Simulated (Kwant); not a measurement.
Device: In0.53Ga0.47As/In0.52Al0.48As stack with 2 barriers. One parabolic valley. Leads of mass 0.041 mₑ with the band edge at 0; grid 0.1 nm; bias swept from 0.0208 to 0.43967 V, dropping linearly over the stack. Emitter Fermi level 0.1 eV, 77 K, equal in the collector.

```csv
layer,thickness (nm),band offset (eV),mass (mₑ)
1,1.6,0.52,0.075
2,10.2,0,0.041
3,1.6,0.52,0.075
```

The device is made up for the run: typed textbook-type constants, with dimensions and the other settings drawn at random.

Computed with Kwant: one-band effective-mass tight-binding model in one dimension, coherent, no space charge, current by the Tsu-Esaki formula.

```
bias (V)       A       B       C        D
--------  ------  ------  ------  -------
0.02080    65500   60800   35100    79900
0.04698   127000  113000   65200   166000
0.07316   133000  108000   65400   221000
0.09934    31400   16700    8020   211000
0.1255     28100   11000    4100   343000
0.1517     40300   11800    3700   504000
0.1779     73700   16100    4160   667000
0.2041    144000   27200    5510   816000
0.2302    249000   54400    8660   942000
0.2564    363000  111000   16400  1040000
0.2826    463000  191000   35700  1100000
0.3088    534000  272000   74800  1120000
0.3350    565000  329000  126000  1090000
0.3611    538000  340000  163000   977000
0.3873    427000  282000  152000   758000
0.4135    223000  144000   77200   421000
0.4397    114000   67700   33000   248000
```

Task: Column A is the base. The others each differ by one change: Fermi level in the emitter 0.1 → 0.05 eV; Fermi level in the emitter 0.1 → 0.075 eV; Fermi level in the emitter 0.1 → 0.15 eV. Which is which?

Result: B: Fermi level in the emitter 0.1 → 0.075 eV; C: Fermi level in the emitter 0.1 → 0.05 eV; D: Fermi level in the emitter 0.1 → 0.15 eV.
